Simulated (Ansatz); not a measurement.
The structure below was relaxed with r2SCAN (Ansatz, a program for electronic structure), without spin-orbit coupling, earlier PAW set.

```
CELL_PARAMETERS angstrom
      0.00000     2.98459     2.98459
      2.98459     0.00000     2.98459
      2.98459     2.98459     0.00000
ATOMIC_POSITIONS crystal
  Ir 0.75000 0.75000 0.75000
  Cd 0.00000 0.00000 0.00000
```

**Question.** Find the space group and the Wyckoff positions.

**Answer.** Space group F-43m (No. 216); a = b = c = 5.969 Å, α = β = γ = 90.00°

```tsv
atom	site	symmetry	x	y	z
Ir	4c	-43m	0.2500	0.2500	0.2500
Cd	4a	-43m	0.0000	0.0000	0.0000
```

**Question.** Describe the coordination.

**Answer.** The crystal has 8 atoms in its conventional cell. Lattice parameters: a = 5.9692 Å, b = 5.9692 Å, c = 5.9692 Å, α = 90.00°, β = 90.00°, γ = 90.00°. Ir is surrounded by 4 Cd at 2.585 Å (tetrahedral). Cd sees 4 Ir at 2.585 Å (tetrahedral). (Neighbours: up to the widest gap in distance over summed covalent radii, below 1.35, at either atom.)

No phonon test of stability was made. All final runs are without spin polarisation. An odd electron count without spin: CdIr. The cell was made from CdSe by this change: Se → Ir; the result is a hypothetical phase, not in the database extracts checked. CdIr has a high density of states at the Fermi level and may be magnetic at this level.
